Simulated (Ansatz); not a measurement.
The parent structure is Sn in the diamond structure (space group Fd-3m, No. 227; a = 6.566 Å). Axes: x, y, z lie along the cube axes.

Calculations: r2SCAN/PAW in Ansatz (a first-principles code), no spin-orbit coupling.

Before the change:

- Pressure: 0.0 GPa

It is then changed as follows: biaxial strain −1.67 %, plane normal [111], relaxed out of plane (Cartesian); in-plane vectors clamped, the third vector and the atoms free.

Question: How does this affect the energy relative to the base?

Answer: The energy rises by 6.1 meV/atom.

Question: What does the calculation give for the pressure after the change?

Answer: The pressure (mean of the normal stresses, compression positive) goes from zero to 1.1 GPa.

Whether these cells are dynamically stable was not tested.
